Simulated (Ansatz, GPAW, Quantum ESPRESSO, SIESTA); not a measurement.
# One structure in several programs: YAlCo4 (P-6m2, 6 atoms in the cell)

Self-consistent single point, at a second geometry (lattice scaled by 0.98). First geometry:

```yaml
crystal:
  lattice:
    - [5.04586, 0.00000, 0.00000]
    - [-2.52293, 4.36984, 0.00000]
    - [0.00000, 0.00000, 3.87133]
  atoms:
    - { symbol: Y, position: [0.66667, 0.33333, 0.00000] }
    - { symbol: Al, position: [0.00000, 0.00000, 0.00000] }
    - { symbol: Co, position: [0.33333, 0.66667, 0.00000], spin: 3.0 }
    - { symbol: Co, position: [0.65987, 0.82993, 0.50000], spin: 3.0 }
    - { symbol: Co, position: [0.17007, 0.34013, 0.50000], spin: 3.0 }
    - { symbol: Co, position: [0.17007, 0.82993, 0.50000], spin: 3.0 }
```
(The spins are starting values, not results.)

Shared settings, as Ansatz (an electronic-structure program) writes them: kpoints.mp_grid.grid = 5 5 6; scf.occupations.method = gaussian; scf.occupations.width = 0.05 eV. Potentials and cutoffs stand in the table.

```
code                                                                                                                                 model  ΔF from the first geometry (meV/atom)  pressure (GPa)  largest force (eV/Å)  size of the net moment (μB/atom)       cutoff
----------------  ------------------------------------------------------------------------------------------------------------------------  -------------------------------------  --------------  --------------------  --------------------------------  -----------
SIESTA            LDA PW92, numerical atomic orbitals TZP, PseudoDojo LDA standard norm-conserving potentials (rewritten from UPF to PSML)                                  -54.0           -5.81                 0.241                              0.65  grid 300 Ry
GPAW                                                                         LDA (Perdew-Wang 92), GPAW PAW datasets LDA (gpaw-data 1.0.1)                                  -34.6           -2.08                 0.100                              0.64       800 eV
Ansatz                                                                                                 LDA (PW92), PAW files made with PBE                                  -38.3           -2.81                 0.128                              0.64       420 eV
Quantum ESPRESSO                                                                      LDA (PZ), PSlibrary ultrasoft (LDA) pseudopotentials                                  -36.4           -2.73                 0.099                              0.65        55 Ry
```

On Ansatz's run: the magnetic order is the one reached from the typed start; others were not searched systematically.

The spread over the programs that give each value: ΔF from the first geometry within 19.4 meV/atom; pressure within 3.73 GPa; largest force within 0.142 eV/Å; size of the net moment within 0.01 μB/atom.

SIESTA uses small atom-centred bases, whose incompleteness enters pressures, forces and empty levels differently from a plane-wave cutoff. Ansatz's pressure is given at a fixed set of plane waves, as the other plane-wave codes print theirs; with its correction for the finite basis it is -2.74 GPa. The same LDA comes in different parametrisations, which differ slightly. In the pressure, SIESTA (by 3.08) lies more than 1 GPa from the median of the plane-wave programs. In the force vectors, SIESTA (by 0.141) lies more than 0.08 eV/Å from the median of the plane-wave programs.

The starting cell comes from a database of computed structures (which also holds hypothetical and non-ambient phases and stackings), without a prior relaxation at this level. For this run, on top of that: lattice scaled by 0.98.

Keys are those of Ansatz 0.2.
